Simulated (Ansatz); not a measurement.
Functionals compared on F on the 1x1 (111) surface of fcc Cu, one in a 2x2 cell, started at the site 'hollow Cu-Cu-Cu over Cu at depth 4.1 Å', in Ansatz (plane waves, PAW). The structure was relaxed with PBE; the other rows are single points on it, each with its references at the same level. Cutoff 420 eV (500 eV for r2SCAN).

Model: 17-atom slab, 6.2 Å thick at the start under the adsorbate (thin: gaps and levels are the slab's own), 6x6x1 mesh, Fermi-Dirac 0.1 eV, dipole correction, 8 atoms held, the rest relaxed; start symmetry kept, larger cells not searched; no spin, no spin-orbit, no U, no dispersion correction. At the end it is bonded to 3 Cu. In PBE it is, or lies within 0.03 eV of, the lowest of the starts that converged. These notes are the PBE run's. Adsorption energies are against ½ F2(g). A negative adsorption energy means that the adsorbate is more stable on the surface than in its reference.

```csv
functional,adsorption energy (eV),work function of the top face (eV),change of the work function (eV),rough cost of the single point
PBE,-2.68,5.72,0.95,–
RPBE,-2.49,5.54,0.94,around 70 core-seconds (rough)
r2SCAN,(withheld),(withheld),(withheld),around 2.5 core-minutes (rough)
```

What belongs in the gaps?


- r2SCAN, adsorption energy (eV): -3.07
- r2SCAN, work function of the top face (eV): 5.79
- r2SCAN, change of the work function (eV): 0.99

Ansatz is an electronic-structure program.
